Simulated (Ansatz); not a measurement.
The parent structure is Cu in the fcc (Cu type) structure (space group Fm-3m, No. 225).

```xyz
1
Lattice="0.0000 1.7819 1.7819 1.7819 0.0000 1.7819 1.7819 1.7819 0.0000" Properties=species:S:1:pos:R:3 pbc="T T T"
Cu     0.0000     0.0000     0.0000
```

Cartesian axes are those of the cell as printed.

Level of theory: PBEsol/PAW in Ansatz (a program for electronic structure), no spin-orbit coupling.

Base values:

| Property | Value |
|---|---|
| Pressure | 0.0 GPa |
| Volume per atom | 11.32 Å³ |

One thing is altered: biaxial strain +1.75 %, plane normal [111], relaxed out of plane (Cartesian); in-plane vectors clamped, the third vector and the atoms free.

**Question.** How does this affect the pressure, volume per atom and energy relative to the base?

**Answer.** The pressure (mean of the normal stresses, compression positive) goes from zero to -3.5 GPa; the volume per atom increases by 0.26 Å³, from 11.32 Å³ to 11.58 Å³; the energy grows by 6.8 meV/atom.

Without a gap, meshes like the base's 22×22×22 leave anisotropic stresses uncertain by several tenths of a GPa, and small strain energies with them. Whether these cells are dynamically stable was not tested. The final runs are not spin-polarised.
